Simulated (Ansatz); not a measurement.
The parent structure is InSb in the zinc blende structure (space group F-43m, No. 216).

```
CELL_PARAMETERS angstrom
      0.00000     3.31757     3.31757
      3.31757     0.00000     3.31757
      3.31757     3.31757     0.00000
ATOMIC_POSITIONS crystal
  In 0.00000 0.00000 0.00000
  Sb 0.25000 0.25000 0.25000
```

All numbers come from PBE/PAW in Ansatz (an electronic-structure program), scalar-relativistic without spin-orbit coupling.

For the base:

- Density: 5.38 g/cm³

Perturbation: cell and atoms relaxed at a pressure of 4.5 GPa.

Q: What does the calculation give for the density after the change?

A: The density rises by 0.55 g/cm³ to 5.93 g/cm³.

Load acts through the strain it causes; cell and atoms are relaxed under it. No phonon test of stability was made. Tetrahedral semiconductors of this kind turn to denser phases somewhere between about 1 and 50 GPa; those were not computed, so compressed cells here can lie past the real transition. The final runs are not spin-polarised.
